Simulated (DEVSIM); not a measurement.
# Schottky contact on n-type InP

System: Schottky contact on n-type InP, at 300 K.

| layer (left to right) | material | thickness (μm) | Nd (cm⁻³) | τn (s) | τp (s) |
|---|---|---|---|---|---|
| 1 | InP | 14.0 | 1.7e15 | 6.2e-8 | 6.2e-8 |

Left contact: Schottky, work function 5.58 eV, emission velocity 1.6e6 cm/s. Right contact: ohmic. Voltage is applied to the left contact. Recombination: SRH at mid-gap. Mobility is μmin + (μ − μmin)/(1 + (N/Nref)^α).

The device is made up for the run: typed textbook-type constants, with dimensions and the other settings drawn at random. Values at 300 K.

| parameter | InP |
|---|---|
| gap (eV) | 1.344 |
| affinity (eV) | 4.38 |
| permittivity | 12.5 |
| Nc (cm⁻³) | 5.7e17 |
| Nv (cm⁻³) | 1.1e19 |
| μn (cm²/Vs) | 5200 |
| μp (cm²/Vs) | 170 |
| μn,min | 400 |
| μp,min | 10 |
| Nref,n | 3e17 |
| Nref,p | 4.9e17 |
| αn | 0.47 |
| αp | 0.62 |

Model (solved in DEVSIM): 1D drift-diffusion, Boltzmann statistics, complete ionisation; no tunnelling, impact ionisation, image-force lowering or self-heating. Metal contacts follow the ideal Schottky-Mott rule: no Fermi-level pinning, no interface dipoles.

The potential step across the device at zero bias is 1.050 V. The largest field in the device at zero bias comes out as 28000 V/cm, the dark forward voltage at 1 A/cm² is 0.891 V and the dark forward voltage at 100 A/cm² comes out as 1.071 V.

Dark reverse current:

```
V (V)  J (A/cm²)
-----  ---------
-0.10   -1.4e-10
-0.25   -2.8e-10
-0.50   -4.9e-10
-0.75   -6.7e-10
-1.00   -8.3e-10
-1.50    -1.1e-9
-2.00    -1.4e-9
-2.50    -1.6e-9
-3.25    -1.9e-9
-4.00    -2.2e-9
-5.00    -2.5e-9
```

Small-signal capacitance in reverse bias (quasi-static):

| V (V) | C (nF/cm²) |
|---|---|
| -0.1 | 9.25 |
| -0.25 | 8.88 |
| -0.5 | 8.35 |
| -0.75 | 7.91 |
| -1 | 7.53 |
| -1.5 | 6.91 |
| -2 | 6.42 |
| -2.5 | 6.02 |
| -3.25 | 5.54 |
| -4 | 5.16 |
| -5 | 4.76 |
